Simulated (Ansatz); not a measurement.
# Equilibrium volume per atom of GeS2 (model structure, started from the anatase type, I4₁/amd, No. 141, 6 atoms in the cell) at several levels of theory

No measured value is used here.

```json
[
 {"level (code)": "PBE (Ansatz)", "value (Å³/atom)": "?"},
 {"level (code)": "PBEsol (Ansatz)", "value (Å³/atom)": "20.63"},
 {"level (code)": "PBE-D3(BJ) (Ansatz)", "value (Å³/atom)": "20.53"}
]
```

Question: Complete the blanks.

Answer: 
- PBE (Ansatz, a first-principles code), value (Å³/atom): 21.91

Ansatz's density-functional and Hartree–Fock values are scalar-relativistic unless marked +SOC, with PAW data made under PBE.

A model structure was made by putting elements into a prototype or built by hand; it is no filed structure, need not be a known phase, and can be a saddle point held by its symmetry.
